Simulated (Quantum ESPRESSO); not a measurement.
Quantum ESPRESSO run on BaTiO3 (Amm2, 5 atoms in the cell): self-consistent single point.

Level of theory: LDA (PW92), PseudoDojo standard norm-conserving (LDA) pseudopotentials (plane waves; Quantum ESPRESSO).

```
CELL_PARAMETERS angstrom
      4.00325     0.00000     0.00000
      0.00000     2.87691     2.88972
      0.00000    -2.87691     2.88972
ATOMIC_POSITIONS crystal
  Ba 0.00000 0.01206 0.01206
  Ti 0.50000 0.51850 0.51850
  O  0.50000 0.97843 0.49135
  O  0.50000 0.49135 0.97843
  O  0.00000 0.48820 0.48820
```

Reference input (self-consistent single point, DFT, LDA (PW92), plane waves, PseudoDojo standard norm-conserving (LDA) pseudopotentials): ecutwfc = 85 Ry; occupations = fixed; potentials = {Ba: Ba.upf, Ti: Ti.upf, O: O.upf}; K_POINTS = automatic 3 3 3 0 0 0; nbnd = 26; conv_thr = 1e-10 Ry; mixing_beta = 0.7. This run's input differs from it in these lines:

```diff
@@ -13,4 +13,6 @@
     ecutwfc = 85
-    occupations = 'fixed'
-    nbnd = 26
+    occupations = 'smearing'
+    smearing = 'fermi-dirac'
+    degauss = 0.0036749
+    nbnd = 20
 /
```

Log, with long lists cut:

```
     Self-consistent Calculation

     iteration #  1     ecut=    85.00 Ry     beta= 0.70

 %%%%%%%%%%%%%%%%%%%%%%%%%%%%%%%%%%%%%%%%%%%%%%%%%%%%%%%%%%%%%%%%%%%%%%%%%%%%%%
     Error in routine efermig (1):
     internal error, cannot bracket Ef
 %%%%%%%%%%%%%%%%%%%%%%%%%%%%%%%%%%%%%%%%%%%%%%%%%%%%%%%%%%%%%%%%%%%%%%%%%%%%%%

     stopping ...
```

The program stopped with an error at about iteration 1. 

The starting cell comes from a database of computed structures (which also holds hypothetical and non-ambient phases and stackings), without a prior relaxation at this level. Its lattice was rescaled by up to half a per cent. One atom was moved a little off its site on purpose.
